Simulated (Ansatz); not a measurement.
# A self-consistent single point of TiTe (Pm-3m, 2 atoms in the cell) with Ansatz

Method of the run: PBE (plane waves, PAW; Ansatz, a quantum-chemistry and plane-wave program).

Input as run:

Ansatz 0.2 input:
```yaml
crystal:
  lattice:
    - [3.545115, 0.000000, 0.000000]
    - [0.000000, 3.545115, 0.000000]
    - [0.000000, 0.000000, 3.545115]
  atoms:
    - { symbol: Ti, position: [0.000000, 0.000000, 0.000000] }
    - { symbol: Te, position: [0.500000, 0.500000, 0.500000] }
basis:
  ecutwfc: 420.0
kpoints:
  mp_grid:
    grid: [9, 9, 9]
    shift: [0.5, 0.5, 0.5]
hamiltonian:
  xc: pbe
  pseudopotentials:
    kind: paw
scf:
  occupations:
    method: cold
    width: 0.05
output:
  forces: true
  eigenvalues: true
  stress: true
```

Log, with long lists cut:

```
WARN ansatz: RAYON_NUM_THREADS=1 ignored (pool sized by the plan → 1); use --threads N
Pseudopotentials: kind: paw
Pseudopotential: Ti, paw, valence charge 12
Pseudopotential: Te, paw, valence charge 16
Crystal: 2 atoms, lattice volume = 44.554 Å³
Basis set: ecut = 420 eV, 895 PW (Γ), exchange–correlation on 48×48×48 points (8 copies of the dense FFT grid, shifted against one another)
Bands: 18, of which v1, the nominal top of the filled ones, is band 14 counted from 1 (13 counted from 0)
Symmetry: 48 space group operations
Space group: Pm-3m (ITA 221), of the structure as read, at distance tolerance 3.5e-5 Å
k-points: 35 of 729
Initial density: superposition of atomic densities (neutral atoms: chi_scale 0, normalization atom), corrected by the library's trained network
Initial wavefunctions: pseudopotential atomic-orbital guess
Eigensolver: davidson
Functional: x = pbe(κ = 0.804, μ = 0.2195149727645171), c = pbe(β = 0.06672455060314922)
SCF iter   1: F=—  HF=-9480.370015 eV  |F-HF|=—  |Δ(HF+E_count)|=         —  Δρ=6.61e-3  dr2=1.26e-2  ethr=1.77e-3  ⟨swp⟩=5.7  Hψ=2895  notcnv=0
all-band conjugate gradients solve this SCF's bands
preconditioner: auto → Kerker (q_TF=auto, 2.525 Å⁻¹)
SCF iter   2: F=—  HF=-9480.368509 eV  |F-HF|=—  |Δ(HF+E_count)|=   1.51e-3  S|Δr|=    0.00e0  Δρ=3.57e-3  dr2=3.09e-3  ethr=4.50e-5  ⟨swp⟩=2.0  Hψ=1088  notcnv=0  defer=2
preconditioner: auto → Resta (q_TF=auto, 2.525 Å⁻¹)
SCF iter   3: F=—  HF=-9480.368694 eV  |F-HF|=—  |Δ(HF+E_count)|=   1.86e-4  S|Δr|=    0.00e0  Δρ=5.50e-4  dr2=9.60e-5  ethr=1.11e-5  ⟨swp⟩=2.0  Hψ=678  notcnv=0  defer=2
SCF iter   4: F=—  HF=-9480.368715 eV  |F-HF|=—  |Δ(HF+E_count)|=   2.09e-5  S|Δr|=    0.00e0  Δρ=1.30e-4  dr2=5.32e-6  ethr=3.43e-7  ⟨swp⟩=2.6  Hψ=1069  notcnv=0  defer=2
SCF iter   5: F=—  HF=-9480.368718 eV  |F-HF|=—  |Δ(HF+E_count)|=   2.43e-6  S|Δr|=    0.00e0  Δρ=3.79e-5  dr2=3.95e-7  ethr=1.90e-8  ⟨swp⟩=1.8  Hψ=700  notcnv=0  defer=2
SCF iter   6: F=-9480.368718 eV  HF=-9480.368718 eV  |F-HF|=1.71e-9  |Δ(HF+E_count)|=   2.13e-7  S|Δr|=    0.00e0  Δρ=6.04e-6  dr2=9.82e-9  ethr=3.57e-10  ⟨swp⟩=5.1  Hψ=2508  notcnv=0
SCF 1 converged in 6 iterations: F = -9480.368718 eV  dr2 = 9.82e-9
SCF converged after 6 iterations
Stability not checked (fill_not_monotonic)
Free energy (F): -9480.368718 eV
Harris-Foulkes:  -9480.368718 eV  (|F-HF|=1.71e-9)
Internal energy: -9480.368756 eV  (E = F + TS)
E sigma→0 (E₀):  -9480.368731 eV
Entropy (-TS):   0.000038 eV (0.019 meV/atom)
Fermi energy:    13.136213 eV
--- Per-component energies (eV) ---
  E_band       = -370.138167
  E_kinetic    = 451.036828
  E_local      = -1794.198794  (includes V_loc(G=0)·N_el)
  E_nonlocal   = -300.201252
  E_hartree    = 1025.505634
  E_xc         = -221.282680
  E_vxc        = -225.566263  (∫ρ·V_xc dr)
  E_paw        = -5710.899367  (= ΣΔE_a)
  E_vpaw       = -552.222440  (= ΣTr[D̂ρ^β])
  E_aug_tail   = -0.000054  (compensation charges beyond the density's cutoff)
  E_ewald      = -2930.329072
  E_smearing   = 0.000038  (= −TS)
  E_closure    = 0.000000  (closes the sum)
  Σ components = -9480.368718   (vs F -9480.368718, Δ=0.00e0)
--- Forces (eV/Å), atoms counted from 1 ---
  atom   1  Ti    -0.00000000    -0.00000000    -0.00000000
  atom   2  Te     0.00000000    -0.00000000    -0.00000000
  max |Σ_I F_I| component: 2.22e-29 eV/Å
--- Stress (GPa, compression-positive) ---
       -7.750986       0.000000       0.000000
        0.000000      -7.750986       0.000000
        0.000000       0.000000      -7.750986
  P = ⅓ Tr σ = -7.7510 GPa (-77.510 kbar)
  The stress holds the Pulay correction. Without it, at fixed plane waves, as pw.x and ABINIT print it: P = -7.7740 GPa
--- Band table (eV; the first three rows and the last of 35) ---
  k-point 0: bands = ["-44.4056", "-24.2199", "-24.2199", "-24.2059", "-24.2058", "-24.2058", "-20.6419", "-20.6418", "-20.6418", "-0.2349", "11.2605", "11.2605", "11.4876", "12.5536", "12.5536", "14.0950", "14.0950", "14.2169"]
  k-point 1: bands = ["-44.4048", "-24.2197", "-24.2158", "-24.2072", "-24.2072", "-24.2057", "-20.6533", "-20.6404", "-20.6402", "-0.0145", "9.6817", "11.2820", "11.4334", "12.4183", "13.1544", "13.9996", "14.4801", "14.5203"]
  k-point 2: bands = ["-44.4038", "-24.2196", "-24.2096", "-24.2093", "-24.2092", "-24.2056", "-20.6708", "-20.6381", "-20.6378", "0.3777", "8.0632", "11.2714", "11.4123", "12.3548", "13.6860", "14.0142", "14.9453", "15.1695"]
  k-point 34: bands = ["-44.3963", "-24.2177", "-24.2177", "-24.2177", "-24.1919", "-24.1919", "-20.6750", "-20.6750", "-20.6750", "3.0691", "8.1389", "8.1389", "8.1389", "14.6329", "14.6329", "14.6329", "14.7029", "14.7029"]
```

The run converged in 6 iterations.

The starting cell was generated: these elements placed on a structure prototype, without a prior relaxation; it need not be a known phase or ordering of this composition. Spin-orbit coupling is off. Spin polarisation is off, so a magnetic state, if there is one, cannot be reached. With a pressure of about -8 GPa the cell is away from its equilibrium volume at this level. Ansatz's pressure includes its estimate of the finite-basis (Pulay) stress.
